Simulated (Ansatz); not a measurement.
An Ansatz (a first-principles code) run: Ag with a change (pressure 15 GPa); DFT with r2SCAN, PAW potentials and a 500 eV plane-wave cutoff in Ansatz, without spin-orbit coupling.

Input:

Ansatz 0.2 input:
```yaml
crystal:
  lattice:
    - [0, 2.0040520466, 2.0040520466]
    - [2.0040520466, 0, 2.0040520466]
    - [2.0040520466, 2.0040520466, 0]
  atoms:
    - { symbol: Ag, position: [0, 0, 0] }
basis: { ecutwfc: 500, ecutrho_ratio: 4, xc_grid: 4, fft_grid_basis: typed }
kpoints: { mp_grid: { grid: [19, 19, 19] } }
hamiltonian:
  xc: r2scan
  dispersion: none
  pseudopotentials: { kind: paw }
scf: { occupations: { method: fermi_dirac, width: 0.05 } }
relax: { f_tol: 0.01, max_steps: 60, cell: { stress_tol: 0.02, p_target: 15.0 } }
output: { forces: true, stress: true }
checkpoint: { write: state.ck, write_every: 1000 }
```

Output (explanatory and most iteration lines left out):

```
Relaxation: its limit of steps is 60 (relax.max_steps)
Pseudopotential: Ag, paw, valence charge 19
Crystal: 1 atoms, lattice volume = 16.097 Å³
Basis set: ecut = 500 eV, 411 PW (Γ), exchange–correlation on 96×96×96 points (64 copies of the dense FFT grid, shifted against one another)
Bands: 14, of which v1, the nominal top of the filled ones, is band 10 counted from 1 (9 counted from 0)
Symmetry: 48 space group operations
Space group: Fm-3m (ITA 225), of the structure as read, at distance tolerance 2.5e-5 Å
k-points: 220 of 6859
Functional: x = r2scan, c = r2scan; τ floored in thin density (d = 2e-4 eV/Å³)
SCF iter   1: F=—  HF=-7603.913631 eV  |F-HF|=—  |Δ(HF+E_count)|=         —  Δρ=1.09e-2  dr2=1.66e-2  dr2_τ=6.89e-4  ethr=1.77e-3  ⟨swp⟩=4.6  Hψ=15866  notcnv=0
SCF iter   2: F=—  HF=-7603.911565 eV  |F-HF|=—  |Δ(HF+E_count)|=   2.07e-3  Δρ=5.66e-3  dr2=3.55e-3  dr2_τ=4.25e-4  ethr=8.74e-5  ⟨swp⟩=2.0  Hψ=5739  notcnv=0  defer=64
SCF 1 converged in 6 iterations: F = -7603.911707 eV  dr2 = 4.16e-9
relax step   1: F+E_penalty+E_count = -7603.91170725 eV  Δ(F+E_penalty+E_count) = +0.000e0 eV  max|allowed force component| = 0.000e0 eV/Å  Δτ_max = 0.0000 Å  P = +8.983 GPa  Ω = 16.097 Å³  (6 SCF iters, dr2 threshold 1.00e-7 eV, accepted)
[... steps on the carried basis left out ...]
relax step   8: F+E_penalty+E_count = -7603.86914845 eV  Δ(F+E_penalty+E_count) = -3.101e-10 eV  max|allowed force component| = 0.000e0 eV/Å  Δτ_max = 0.0000 Å  P = +15.000 GPa  Ω = 15.524 Å³  stress off target by 4.20e-4 GPa  SCF on the basis re-selected at this cell (its energy is not comparable with the rows above)  (4 SCF iters)
SCF converged after 4 iterations
Free energy (F): -7603.869148 eV
Internal energy: -7603.865944 eV  (E = F + TS)
E sigma→0 (E₀):  -7603.867546 eV
Entropy (-TS):   -0.003205 eV (-3.205 meV/atom)
Fermi energy:    19.693520 eV
--- Forces (eV/Å), atoms counted from 1 ---
  atom   1  Ag    -0.00000000     0.00000000    -0.00000000
--- Stress (GPa, compression-positive) ---
       15.000420       0.000000      -0.000000
        0.000000      15.000420       0.000000
        0.000000       0.000000      15.000420
  P = ⅓ Tr σ = 15.0004 GPa (150.004 kbar)
--- Relaxed structure (6 steps of the walk, 5 accepted, 2 SCFs on fresh bases) ---
  cell:  # Å, volume = 15.5235 Å³
    - [1.6520223502910195e-35, 1.9799454810496921, 1.9799454810496921]
    - [1.9799454810496921, 9.354712601637726e-36, 1.9799454810496921]
    - [1.9799454810496921, 1.9799454810496921, 1.218112376614102e-34]
  atoms:
    - { symbol: Ag, position: [0.0, 0.0, 0.0] }
```

Load acts through the strain it causes; cell and atoms are relaxed under it. No phonon test of stability was made. No other phases were tried under pressure. The cell was made from Ag in the fcc (Cu type) structure (space group Fm-3m, No. 225) by this change: pressure 15 GPa.
